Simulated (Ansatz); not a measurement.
Consider WS2 (space group P6_3/mmc, No. 194; layered, stacked along the Cartesian z axis).

```
CELL_PARAMETERS angstrom
      3.15413     0.00000     0.00000
     -1.57707     2.73156     0.00000
      0.00000     0.00000    12.14083
ATOMIC_POSITIONS crystal
  W  0.66667 0.33333 0.75000
  W  0.33333 0.66667 0.25000
  S  0.66667 0.33333 0.37970
  S  0.33333 0.66667 0.87970
  S  0.33333 0.66667 0.62030
  S  0.66667 0.33333 0.12030
```

Cartesian axes are those of the cell as printed.

Computed with DFT with PBE-D3(BJ), PAW potentials and a 420 eV plane-wave cutoff in Ansatz (a first-principles code), no SOC.

For the base:

The hole mass comes out as 0.88 mₑ along c, 0.55 mₑ across (at Γ) and the pressure comes out as 0.0 kbar.

Now apply this change: the cell is compressed by 0.60 % along z with no lateral relaxation, atoms relaxed at fixed cell.

Task: What does the calculation give for the hole mass and pressure after the change?

Result: The hole mass changes from 0.88 mₑ along c, 0.55 mₑ across (at Γ) to 0.91 mₑ along z, 0.53 mₑ across (at Γ); the pressure (mean of the normal stresses, compression positive) goes from zero to 1.8 kbar.

With W present, leaving out spin-orbit coupling can change the band edges. The levels and masses belong to the bands next to the band gap. The cells carry an imposed strain or load. Effective masses come from finite differences of ±0.01 Å⁻¹. No phonon test of stability was made.
